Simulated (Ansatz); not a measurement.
**A computed series for Cu: response to strain**

Start from Cu in the fcc (Cu type) structure (space group Fm-3m, No. 225; a = 3.6299 Å; relaxed with 0.1 eV smearing).

Strains are applied to the cell and any free atomic positions relax.

Computed with DFT with PBE, PAW potentials and a 420 eV plane-wave cutoff in Ansatz (a program for electronic structure), without spin-orbit coupling.

Notes on the quantities. energy relative to the base: free energy F.

```json
[
 {"isotropic strain (%)": "-3", "energy relative to the base (meV/atom)": "48.2"},
 {"isotropic strain (%)": "-2.5", "energy relative to the base (meV/atom)": "32.8"},
 {"isotropic strain (%)": "-2", "energy relative to the base (meV/atom)": "20.5"},
 {"isotropic strain (%)": "0", "energy relative to the base (meV/atom)": "0.0"},
 {"isotropic strain (%)": "0.5", "energy relative to the base (meV/atom)": "1.2"},
 {"isotropic strain (%)": "1", "energy relative to the base (meV/atom)": "?"},
 {"isotropic strain (%)": "1.5", "energy relative to the base (meV/atom)": "10.0"},
 {"isotropic strain (%)": "2", "energy relative to the base (meV/atom)": "17.5"},
 {"isotropic strain (%)": "2.5", "energy relative to the base (meV/atom)": "26.8"}
]
```

### Question
Fit ΔE = Aε² + Bε³ (ε in %) to the rows shown and predict the withheld row.

### Answer
Least squares on the printed values gives A = 4.77 and B = -0.19 meV/atom (largest residual 0.1 meV/atom); this predicts 4.6 meV/atom, and the run gives 4.5 meV/atom, in agreement.

Stability against distortions was not tested. The final runs are not spin-polarised.
